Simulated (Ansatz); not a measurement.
## A computed series for Pt: response to strain

Start from Pt in the fcc (Cu type) structure (space group Fm-3m, No. 225; a = 3.9198 Å; relaxed with 0.1 eV smearing). Axes: x, y, z lie along the cube axes.

Strains are applied to the cell and any free atomic positions relax.

Calculations: Kohn–Sham DFT with the PBEsol functional, run in Ansatz (an electronic-structure program) with PAW and 420 eV plane waves, no spin-orbit coupling.

Notes on the quantities. pressure: mean of the normal stresses, compression positive; energy relative to the base: free energy F.

| case | pressure | volume per atom | energy relative to the base |
|---|---|---|---|
| base | 0.0 GPa | 15.06 Å³ | 0 meV/atom |
| uniaxial strain ε_zz = −3.00 % | 9.5 GPa | 14.60 Å³ | +16 meV/atom |
| uniaxial strain ε_zz = −2.50 % | 7.8 GPa | 14.68 Å³ | +11 meV/atom |
| uniaxial strain ε_zz = −2.00 % | 6.1 GPa | 14.76 Å³ | +7.0 meV/atom |
| uniaxial strain ε_zz = −1.00 % | 3.0 GPa | 14.91 Å³ | +1.7 meV/atom |
| uniaxial strain ε_zz = −0.50 % | 1.5 GPa | 14.98 Å³ | +0.4 meV/atom |
| uniaxial strain ε_zz = +1.00 % | -2.8 GPa | 15.21 Å³ | +1.6 meV/atom |
| uniaxial strain ε_zz = +1.50 % | -4.1 GPa | 15.28 Å³ | +3.7 meV/atom |
| uniaxial strain ε_zz = +2.00 % | … | 15.36 Å³ | … |
| uniaxial strain ε_zz = +3.00 % | -7.7 GPa | 15.51 Å³ | +14 meV/atom |

Q: Fill in the withheld entries from the trend.

A: 
- uniaxial strain ε_zz = +2.00 %, pressure: -5.3 GPa
- uniaxial strain ε_zz = +2.00 %, energy relative to the base: +6.5 meV/atom

No phonon test of stability was made. The final runs are not spin-polarised. Pt lies near a magnetic instability that expansion can trigger; it was not tested.
